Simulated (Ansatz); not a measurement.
SiC (model structure, started from the h-BN type, P6₃/mmc, No. 194, 4 atoms in the cell): c axis length by level of theory

No measured value is used here.

```json
[
 {"level (code)": "PBE (Ansatz)", "value (Å)": "4.872"},
 {"level (code)": "PBEsol (Ansatz)", "value (Å)": "___"},
 {"level (code)": "PBE-D3(BJ) (Ansatz)", "value (Å)": "4.682"}
]
```

Q: What belongs in the gaps?

A: 
- PBEsol (Ansatz, a program for electronic structure), value (Å): 4.697

Ansatz's density-functional and Hartree–Fock values are scalar-relativistic unless marked +SOC, with PAW data made under PBE.

A model structure was made by putting elements into a prototype or built by hand; it is no filed structure, need not be a known phase, and can be a saddle point held by its symmetry.
